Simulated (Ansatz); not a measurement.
Start from TaC in the rock salt structure (space group Fm-3m, No. 225; a = 4.4759 Å).

The values are results of PBE (Ansatz, an electronic-structure program), no spin-orbit coupling, not measurements.

Before the change:

- Lattice parameter a: 447.6 pm

One thing is altered: Si takes the place of C on all its sites; the structure is relaxed again.

Tabulated Pauling electronegativity and covalent radius: C 2.55, 0.76 Å; Si 1.90, 1.11 Å.

Q: What happens to the lattice parameter a?

A: The lattice parameter a increases by 67.4 pm, from 447.6 pm to 515.0 pm.

Whether these cells are dynamically stable was not tested. As relaxed here, TaSi is a hypothetical phase, not in the database extracts checked. The final runs are not spin-polarised. An odd electron count without spin: TaSi and TaC.
